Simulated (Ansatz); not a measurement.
# CsH (Pm-3m, No. 221, 2 atoms in the cell; start mp-632319; a measured phase of this formula has another space group)

All values below come from r²SCAN+rVV10 (PAW; Ansatz, a quantum-chemistry and plane-wave program).

Numerical settings: plane-wave cutoff 500 eV, 10×10×10 k mesh, Fermi–Dirac smearing 0.05 eV, scalar-relativistic PAW data made under PBE.

Cell (relaxed at this level):

Space group Pm-3m (No. 221); a = 3.7613 Å, b = 3.7613 Å, c = 3.7613 Å, α = 90.00°, β = 90.00°, γ = 90.00°

```json
[
 {"atom": "Cs", "site": "1a", "symmetry": "m-3m", "x": "0.0000", "y": "0.0000", "z": "0.0000"},
 {"atom": "H", "site": "1b", "symmetry": "m-3m", "x": "0.5000", "y": "0.5000", "z": "0.5000"}
]
```

* **band gap**: 3.13 eV (on the SCF k mesh)

Note: the relaxation could not lower the start's symmetry, so the cell can be a saddle point above a distorted one.

Spin–orbit coupling is not included.

Static lattice: no zero-point or thermal effects.

It cost very roughly 29 core-seconds of CPU time.

A start named mp-… is a Materials Project structure, which need not be a measured phase.
